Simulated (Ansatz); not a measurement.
Double-hcp La was calculated with PBE-D3(BJ) in Ansatz (PAW).

Run with plane-wave cutoff 520 eV, 18×18×6 k mesh (along the axes of the cell as run), Fermi–Dirac smearing 0.05 eV, scalar-relativistic PAW data made under PBE.

Cell (relaxed at this level):

```
CELL_PARAMETERS angstrom
      1.83521    -3.17868     0.00000
      1.83521     3.17868     0.00000
      0.00000     0.00000    11.76664
ATOMIC_POSITIONS crystal
  La 0.00000 0.00000 0.50000
  La 0.00000 0.00000 0.00000
  La 0.33333 0.66667 0.25000
  La 0.66667 0.33333 0.75000
```

**Question.** Estimate the bulk modulus B0 and pressure derivative B′ of the bulk modulus that the calculation returns.

**Answer.** 
- bulk modulus B0: 25.9 GPa
- pressure derivative B′ of the bulk modulus: 2.7

The run finds no gap.

Measured, for comparison: bulk modulus 27.9 GPa (room temperature, not corrected to a static lattice; as tabulated in Wikipedia's data pages). Computed (rounded) less measured: bulk modulus -7 %.

Note: the bulk modulus comes from volumes at which shape and atoms were relaxed.

Spin–orbit coupling is not included.

Cost on a shared machine: about 14 core-minutes (a rough figure).

Ansatz is a first-principles code.
